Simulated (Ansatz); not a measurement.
Base system: Sr4P2O (space group I4/mmm, No. 139; a = 4.760 Å, c = 15.818 Å; a cell from a computed database, its experimental status unchecked). Axes: x, y, z lie along a, b, c of the conventional cell.

Modification: compressive biaxial strain of 2.08 % in the plane normal to [001], as in epitaxy on a mismatched substrate; the out-of-plane cell vector and the atoms relax.

Levels (all Ansatz, a program for electronic structure, PAW): PBEsol (420 eV, scalar-relativistic without spin-orbit coupling); PBEsol+SOC (420 eV, spin-orbit coupling included).

The geometry is relaxed with PBEsol.

- PBEsol width of the top valence band: 0.82 eV
- PBEsol lowest conduction level above the VBM at special points: M 1.12 eV; Γ 1.58 eV; X 1.86 eV; R 1.88 eV
- PBEsol gap character: direct at M

With PBEsol+SOC at the same geometry, the width of the top valence band rises by 0.027 eV (0.82 eV → 0.84 eV); the lowest conduction level above the VBM at special points goes from M 1.12 eV; Γ 1.58 eV; X 1.86 eV; R 1.88 eV to M 1.09 eV; Γ 1.55 eV; X 1.83 eV; R 1.85 eV; the gap character stays direct at M.

Single points use the geometry relaxed with PBEsol. The spin-orbit shifts are approximate. Stability against distortions was not tested.
